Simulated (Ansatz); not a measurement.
The starting structures come from a database of crystals and need not be the phases stable at ambient conditions.

Tunnelling through a barrier is set by its complex band structure: the current falls as exp(−2κd) with the smallest κ.

```xyz
20
Lattice="5.6753 0.0000 0.0000 0.0000 9.8717 0.0000 0.0000 3.3258 4.6740" Properties=species:S:1:pos:R:3 pbc="T T T"
Sr     0.0732     4.9512     3.4895
Sr     5.6021     8.2463     1.1845
Sr     2.9109     3.3105     1.1845
Sr     2.7644     9.8871     3.4895
Zn     0.0000     4.9359     0.0000
Zn     2.8376     0.0000     0.0000
W      2.8376     6.5988     2.3370
W      0.0000     1.6629     2.3370
O      4.3104     5.6731     1.4486
O      1.3648     7.5244     3.2254
O      1.4728     2.5885     3.2254
O      4.2025    10.6090     1.4486
O      1.5857     5.5445     1.2710
O      4.0896     7.6530     3.4030
O      4.4233     2.7172     3.4030
O      1.2520    10.4804     1.2710
O      2.8077     5.2244     3.7216
O      2.8676     7.9731     0.9524
O      5.6453     3.0372     0.9524
O      0.0300    10.1603     3.7216
```

Space group of this cell: P2_1/c. The cell is taken as given; by r2SCAN its mean pressure is -8.2 GPa.

Transport runs along the normal of the first two printed cell vectors.

No gap correction and no spin-orbit coupling; mid-gap values are interpolated between computed energies.

State the band gap and the smallest decay constant κ at mid-gap according to Ansatz (a quantum-chemistry and plane-wave program) with r2SCAN.

Gap 3.30 eV on a 6×4×6 mesh; κ = 0.356 1/Å, at the zone centre.
